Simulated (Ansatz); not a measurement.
PbS (model structure, started from the zincblende type, F-43m, No. 216, 2 atoms in the cell), treated with PBE in Ansatz (plane waves, PAW).

Numerical settings: plane-wave cutoff 520 eV, 10×10×10 k mesh, Fermi–Dirac smearing 0.01 eV, scalar-relativistic PAW data made under PBE.

Cell (relaxed at this level):

Space group F-43m (No. 216); a = 6.6463 Å, b = 6.6463 Å, c = 6.6463 Å, α = 90.00°, β = 90.00°, γ = 90.00°

```
atom  site  symmetry       x       y       z
----  ----  --------  ------  ------  ------
S       4c      -43m  0.2500  0.2500  0.2500
Pb      4a      -43m  0.0000  0.0000  0.0000
```
(The calculation used a cell of 2 atoms; values per cell refer to that cell.)

Q: What does this level give for the band gap, direct gap at Γ and bulk modulus?

A: 
band gap: 0.88 eV (on the SCF k mesh)
direct gap at Γ: 4.16 eV
bulk modulus: 35.4 GPa

Note: the bulk modulus is −V dP/dV from two relaxed cells at ±2 % in volume; the relaxation could raise the start's symmetry but not lower it, so the cell can be a saddle point.

Spin–orbit coupling is not included; with these elements it can move the gap by several tenths of an eV or more.

Static lattice: no zero-point or thermal effects.

The result took very roughly 27 core-seconds.

A model structure was made by putting elements into a prototype or built by hand; it is no filed structure, need not be a known phase, and can be a saddle point held by its symmetry.

Ansatz is a program for electronic structure.
